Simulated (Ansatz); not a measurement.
Start from GaAs in the zinc blende structure (space group F-43m, No. 216; a = 5.746 Å).

Structures relaxed with PBE/PAW in Ansatz (an electronic-structure program), no spin-orbit coupling.

Base:

Simulated powder pattern, Cu Kα1, λ = 1.54056 Å (kinematic, ideal powder, no thermal factors, no anomalous dispersion; the 8 strongest lines at most, above 2 %, up to 2θ = 90°):

```json
[
 {"2θ (°)": "26.85", "I/Imax (%)": "100", "hkl": "(111)"},
 {"2θ (°)": "44.57", "I/Imax (%)": "75", "hkl": "(220)"},
 {"2θ (°)": "52.80", "I/Imax (%)": "45", "hkl": "(311)"},
 {"2θ (°)": "64.86", "I/Imax (%)": "12", "hkl": "(400)"},
 {"2θ (°)": "71.52", "I/Imax (%)": "18", "hkl": "(331)"},
 {"2θ (°)": "82.11", "I/Imax (%)": "24", "hkl": "(422)"},
 {"2θ (°)": "88.31", "I/Imax (%)": "14", "hkl": "(333)"}
]
```

Now apply this change: the cell is scaled by 1.0250 in all directions, atoms relaxed at fixed cell.

After the change:

Simulated powder pattern, Cu Kα1, λ = 1.54056 Å (kinematic, ideal powder, no thermal factors, no anomalous dispersion; the 8 strongest lines at most, above 2 %, up to 2θ = 90°):

| 2θ (°) | I/Imax (%) | hkl |
|---|---|---|
| 26.19 | 100 | (111) |
| 43.42 | 76 | (220) |
| 51.42 | 46 | (311) |
| 63.09 | 12 | (400) |
| 69.52 | 18 | (331) |
| 79.70 | 24 | (422) |
| 85.63 | 14 | (333) |

The indices refer to the base's conventional cell; one index is shown for lines that coincide.

The cells carry an imposed strain or load. Stability against distortions was not tested. The final runs are not spin-polarised.
